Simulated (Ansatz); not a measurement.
Cost and result by functional for the surface energy of the (110) surface of rock-salt PbTe in its 1x1 cell (cut with top plane Pb + Te, bottom plane Pb + Te), outermost plane spacing 2.32 Å in the ideal cut, in Ansatz (plane waves, PAW). Single points on the PBE structure, on one kind of machine; costs are rough ratios of the slab run's core time (references not counted) to the cheapest single point. r2SCAN's cost holds its higher cutoff (500 against 420 eV). Differences are taken against HSE06 for comparison alone: no measured value is at hand, so the table doesn't rank accuracy. HSE06 ran on a coarser k-mesh, which lowers its cost and carries part of its shift.

Slab: 12 atoms, Pb6Te6, 11.6 Å thick at the start; k 6x4x1, smearing 0.025 eV, dipole-corrected; all atoms relaxed; symmetry of the start imposed; no spin, no spin-orbit, no U. These notes are the PBE run's.

```json
[
 {"functional": "RPBE", "relative cost": "1", "surface energy (J/m²)": "0.12", "less HSE06 (J/m²)": "-0.16"},
 {"functional": "PBEsol", "relative cost": "1", "surface energy (J/m²)": "0.34", "less HSE06 (J/m²)": "0.06"},
 {"functional": "LDA", "relative cost": "1", "surface energy (J/m²)": "0.41", "less HSE06 (J/m²)": "0.13"},
 {"functional": "r2SCAN", "relative cost": "2", "surface energy (J/m²)": "0.29", "less HSE06 (J/m²)": "0.01"},
 {"functional": "HSE06", "relative cost": "10", "surface energy (J/m²)": "0.28", "less HSE06 (J/m²)": "0.00"},
 {"functional": "PBE (the relaxed run's value)", "relative cost": "–", "surface energy (J/m²)": "0.24", "less HSE06 (J/m²)": "-0.05"}
]
```

The values span 0.29 J/m², while the single points' costs differ by a factor of roughly 10. Differences are of unrounded values.

Ansatz is a quantum-chemistry and plane-wave program.
